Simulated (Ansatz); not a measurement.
# Point defect Ni_Si in 4H silicon carbide

These are PBE, PAW (plane waves to 420 eV; Ansatz, a program for electronic structure) values and carry that method's errors. The supercell holds 96 host sites (3×2×1 repeats of the unit cell), with a 2×2×2 shifted k-point sampling for the final energies. Site at the start: the Si(k) site. Energies of charged states are corrected for periodic images (point charge plus alignment at distant sites). Dielectric constants: PBE linear response of the host. Host gap at this level: 2.23 eV. A cell of this size leaves errors of a few tenths of an eV. PBE underestimates the host's gap, which shifts levels and can delocalise carriers. Spin–orbit coupling is left out, and no Hubbard U is applied to the open shells. Each state is the lowest found from its start.

Formation energies E_f are given with the Fermi level at the valence-band maximum. Chemical conditions: C-rich (Δμ(Si) = -0.41 eV, Δμ(Ni) = -0.62 eV, bounded by SiNi2 (Pnma); only phases computed here count, gases as isolated molecules at 0 K); Si-rich (Δμ(Si) = 0.00 eV, Δμ(Ni) = -1.06 eV, bounded by fluorite-type NiSi2; only phases computed here count, gases as isolated molecules at 0 K). Reference phases: Ni: fcc Ni, ferromagnetic, Si: silicon.

```csv
charge,moment (μB),largest move off a lattice site (Å),image correction with alignment (eV),"E_f, C-rich (eV)","E_f, Si-rich (eV)",above the lowest spin state (eV)
+1,1.0,0.07,0.19,4.26,5.11,0.00
+1,1.0,0.07,0.19,4.26,5.11,0.00
0,2.0,0.08,0.00,4.60,5.45,0.00
0,not spin-polarised,0.10,0.00,4.86,5.71,0.26
−1,3.0,0.10,0.14,5.44,6.29,0.00
−1,3.0,0.10,0.14,5.44,6.29,0.00
−2,2.0,0.16,0.62,7.48,8.33,0.00
−2†,not spin-polarised,0.13,0.62,–,–,0.40
```

† A higher spin state that isn't settled.

Starting moments that weren't kept: charge +1 began with 5 μB and ended with 1.0; charge 0 began with 4 μB and ended with 2.0; charge −1 began with 1 μB and ended with 3.0.

Not the lowest form: the same atoms on another site or from another start ended lower, by 0.14 eV at charge −2. The levels below are those of this configuration alone.

Transition levels above the valence-band maximum: ε(+1/0) = 0.34 eV; ε(0/−1) = 0.84 eV; ε(−1/−2) = 2.04 eV.

Flagged in the runs: a host whose relaxation on this sampling wasn't shown to rest.
